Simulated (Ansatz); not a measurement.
CaB6-type YB6, treated with BLYP in Ansatz (plane waves, PAW).

Input file:

Ansatz 0.2 input:
```yaml
crystal:
  lattice:
    - [4.1215751881, 0.0, 0.0]
    - [0.0, 4.1215751881, 0.0]
    - [0.0, 0.0, 4.1215751881]
  atoms:
    - { symbol: Y, position: [0.0, 0.0, 0.0] }
    - { symbol: B, position: [0.8009643842, 0.5, 0.5] }
    - { symbol: B, position: [0.5, 0.1990356158, 0.5] }
    - { symbol: B, position: [0.5, 0.8009643842, 0.5] }
    - { symbol: B, position: [0.1990356158, 0.5, 0.5] }
    - { symbol: B, position: [0.5, 0.5, 0.8009643842] }
    - { symbol: B, position: [0.5, 0.5, 0.1990356158] }
basis:
  ecutwfc: 520
  ecutrho_ratio: 4
  xc_grid: 2
kpoints:
  mp_grid: { grid: [14, 14, 14] }
hamiltonian:
  xc: blyp
  dispersion: none
  pseudopotentials: { kind: paw }
scf:
  occupations: { method: fermi_dirac, width: 0.05 }
  convergence: { dr2_threshold: 0.0000000007 }
output:
  forces: true
  stress: true
  eigenvalues: true
```

The run printed, among other lines:

```
Crystal: 7 atoms, lattice volume = 70.015 Å³
Basis set: ecut = 520 eV, 1863 PW (Γ), exchange–correlation on 64×64×64 points (8 copies of the dense FFT grid, shifted against one another)
Bands: 22, of which v1, the nominal top of the filled ones, is band 15 counted from 1 (14 counted from 0)
Symmetry: 48 space group operations
Space group: Pm-3m (ITA 221), of the structure as read, at distance tolerance 4.1e-5 Å
k-points: 120 of 2744
Functional: x = b88, c = lyp
SCF iter   1: F=—  HF=-4801.899302 eV  |F-HF|=—  |Δ(HF+E_count)|=         —  Δρ=9.81e-3  dr2=8.06e-2
SCF iter   2: F=—  HF=-4801.882018 eV  |F-HF|=—  |Δ(HF+E_count)|=   1.73e-2  Δρ=5.57e-3  dr2=2.61e-2
  ...
SCF iter   7: F=—  HF=-4801.875177 eV  |F-HF|=—  |Δ(HF+E_count)|=   6.77e-8  Δρ=1.36e-6  dr2=9.83e-10
SCF iter   8: F=-4801.875177 eV  HF=-4801.875177 eV  |F-HF|=8.19e-12  |Δ(HF+E_count)|=   1.19e-9  Δρ=1.74e-7  dr2=1.37e-11
SCF 1 converged in 8 iterations: F = -4801.875177 eV  dr2 = 1.37e-11
SCF converged after 8 iterations
Free energy (F): -4801.875177 eV
Internal energy: -4801.867619 eV  (E = F + TS)
E sigma→0 (E₀):  -4801.871398 eV
Fermi energy:    11.856517 eV
--- Forces (eV/Å), atoms counted from 1 ---
  atom   1  Y     -0.00000000     0.00000000     0.00000000
  atom   2  B      0.00218875    -0.00000000     0.00000000
  atom   3  B     -0.00000000    -0.00218875     0.00000000
  atom   4  B      0.00000000     0.00218875     0.00000000
  atom   5  B     -0.00218875     0.00000000     0.00000000
  atom   6  B      0.00000000    -0.00000000     0.00218875
  atom   7  B      0.00000000     0.00000000    -0.00218875
--- Stress (GPa, compression-positive) ---
       -0.001596      -0.000000       0.000000
        0.000000      -0.001596       0.000000
        0.000000      -0.000000      -0.001596
  P = ⅓ Tr σ = -0.0016 GPa (-0.016 kbar)
```

The PAW data were made under PBE.

Cost on a shared machine: about 15 core-seconds (a rough figure).

Ansatz is an electronic-structure program.
